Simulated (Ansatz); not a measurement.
Take Ti in the hcp (Mg type) structure (space group P6_3/mmc, No. 194; relaxed with 0.1 eV smearing) as the base.

```
Ti
1.0
    2.93978     0.00000     0.00000
   -1.46989     2.54592     0.00000
    0.00000     0.00000     4.65400
Ti
2
Cartesian
  1.46989   0.84864   3.49050
  0.00000   1.69728   1.16350
```

Method: PBE, PAW, 420 eV (Ansatz, a program for electronic structure; without spin-orbit coupling).

For the base:

```
Quantity    Value
--------  -------
Pressure  0.0 GPa
Band gap     zero
```

Now apply this change: every lattice vector is stretched by 1.50 %; the atoms relax in the strained cell.

Problem. Predict the new pressure.

Solution. The pressure (mean of the normal stresses, compression positive) goes from zero to -4.6 GPa.

Problem. What does the calculation give for the energy relative to the base after the change?

Solution. The energy goes up by 12 meV/atom.

Problem. Estimate the effect on the band gap.

Solution. The band gap remains zero.

No phonon test of stability was made. The final runs are not spin-polarised.
